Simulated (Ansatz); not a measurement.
Consider interstitial Mg in wurtzite GaN, charge state +2. The step: Mg moves alone to another site; the atom moves 3.22 Å along (1.00, 0.00, 0.00) of the unit cell; the moving atom starts with neighbours 2 Ga at 2.37, Ga at 2.38, 3 Ga at 2.59; 3 N at 2.04, 2 N at 2.46, N at 2.47 Å and ends with 3 Ga at 2.38, 3 Ga at 2.59; 3 N at 2.04, N at 2.45, 2 N at 2.46 Å. DFT values are from Ansatz (plane waves, PAW files of an earlier set, 420 eV unless said) in a cell of 72 host sites, spin-restricted, static, with no finite-size correction. The charge state is imposed; whether it is stable for some Fermi level was not computed. Sites that were not tried may lie lower. For the PBE band: the saddle point's order was not checked, and it lies on a symmetry element of the cell, where a band can be held.

```csv
Level,Forward barrier (eV),Cost of the band or of the saddle's single point
"CHGNet universal potential (has no charge state), its own band",1.06,-
"PBE, one k-point at (0.125, 0.250, 0.250), band relaxed",1.84,very roughly 20 core-minutes
"PBE, a 2×2×2 k-point mesh shifted by half a step along c, same geometries",1.85,very roughly 2.3 core-minutes
"r2SCAN at 500 eV, one k-point at (0.125, 0.250, 0.250), same geometries",?,very roughly 90 core-seconds
```

Task: Fill in the missing entries.

Result: 
- r2SCAN at 500 eV, one k-point at (0.125, 0.250, 0.250), same geometries, Forward barrier (eV): 1.82

Ansatz is a program for electronic structure.
